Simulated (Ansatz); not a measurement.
A computed series for Mo5Si3: pressure series

Consider Mo₅Si₃ (space group I4/mcm, No. 140; a = 9.6039 Å, c = 4.8719 Å).

Cell and atoms are relaxed at each pressure.

Calculations: PBEsol, PAW, 420 eV (Ansatz, a program for electronic structure; no SOC).

Two rows of this table had their results exchanged by mistake.

```json
[
 {"pressure": "pressure −2 GPa", "volume per atom (Å³)": "14.15", "shortest distance (Å)": "2.443", "band gap": "zero"},
 {"pressure": "pressure −1 GPa", "volume per atom (Å³)": "14.10", "shortest distance (Å)": "2.440", "band gap": "zero"},
 {"pressure": "pressure 0.3 GPa", "volume per atom (Å³)": "14.03", "shortest distance (Å)": "2.435", "band gap": "zero"},
 {"pressure": "pressure 0.7 GPa", "volume per atom (Å³)": "14.00", "shortest distance (Å)": "2.433", "band gap": "zero"},
 {"pressure": "pressure 1.5 GPa", "volume per atom (Å³)": "13.96", "shortest distance (Å)": "2.431", "band gap": "zero"},
 {"pressure": "pressure 3 GPa", "volume per atom (Å³)": "13.88", "shortest distance (Å)": "2.425", "band gap": "zero"},
 {"pressure": "pressure 5 GPa", "volume per atom (Å³)": "13.55", "shortest distance (Å)": "2.403", "band gap": "zero"},
 {"pressure": "pressure 7.5 GPa", "volume per atom (Å³)": "13.66", "shortest distance (Å)": "2.411", "band gap": "zero"},
 {"pressure": "pressure 10 GPa", "volume per atom (Å³)": "13.78", "shortest distance (Å)": "2.419", "band gap": "zero"}
]
```

Problem. Which two?

Solution. The rows for pressure 5 GPa and pressure 10 GPa: the volume has to fall steadily with pressure, so 13.78 Å³ belongs to pressure 5 GPa and 13.55 Å³ to pressure 10 GPa.

Load acts through the strain it causes; cell and atoms are relaxed under it. Stability against distortions was not tested. Competing high-pressure phases were not computed. The final runs are not spin-polarised.
